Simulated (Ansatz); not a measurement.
A free linear chain of Si atoms, relaxed period 4.433 Å, atoms relaxed at each strain.

```tsv
strain	energy (meV a period)	axial force (nN)
-0.015	+7.9	-0.44
+0.015	+9.2	+0.40
```

These are PBE (plane waves to 420 eV, PAW; Ansatz, a quantum-chemistry and plane-wave program) values and carry that method's errors. Mesh 1×1×70. No spin polarisation, so a magnetic state wasn't tested. One-dimensional cell, images about 11 Å apart. A hypothetical model. Symmetry and one short period hold its shape; lower forms weren't sought. Buckling under compression is shut out by symmetry and the short period. Energies are free energies at a Fermi–Dirac width of 0.02 eV, from the unstrained cell.

### Question
Work out the axial stiffness dF/dε in two ways.

### Answer
From the forces: (+0.40 − (-0.44))/0.030 = 28.0 nN. From the energies: (E₊ + E₋)/(ε² c) = 0.0171 eV/(0.015² × 4.433 Å) = 17.14 eV/Å = 27.5 nN. The two agree to within 2 %.
